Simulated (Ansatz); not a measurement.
An Ansatz (a first-principles code) input (PBEsol (Ansatz; PAW; 420 eV plane waves; no spin-orbit coupling)):

Ansatz 0.2 input:
```yaml
crystal:
  lattice:
    - [4.0806741273, 0, 0]
    - [2.0403370637, 3.5339674588, 0]
    - [2.0403370637, -1.1779891529, 3.2497644057]
  atoms:
    - { symbol: Ge, position: [0, 0, 0] }
    - { symbol: Ge, position: [0.5, 0.25, 0.75] }
basis: { ecutwfc: 420, ecutrho_ratio: 4, xc_grid: 2, fft_grid_basis: typed }
kpoints: { mp_grid: { grid: [14, 14, 14] } }
hamiltonian:
  xc: pbesol
  dispersion: none
  pseudopotentials: { kind: paw }
scf: { occupations: { method: fermi_dirac, width: 0.05 } }
relax: { f_tol: 0.005, max_steps: 50, cell: { stress_tol: 0.01, fix: [a, b, gamma] } }
output: { forces: true, stress: true }
checkpoint: { write: state.ck, write_every: 1000 }
```

**Question.** Which symmetry and how many k-points will the program report, and about how many plane waves at Γ?

**Answer.** Space group R-3m (ITA 166) with 12 operations, k-points 288 of 2744, and 917 plane waves at Γ.

**Question.** And the final pressure?

**Answer.** -1.64 GPa (compression positive).

The cells carry an imposed strain or load. Whether these cells are dynamically stable was not tested. The cell was made from Ge in the diamond structure (space group Fd-3m, No. 227) by this change: biaxial strain +1.67 %, plane normal [111], relaxed out of plane.
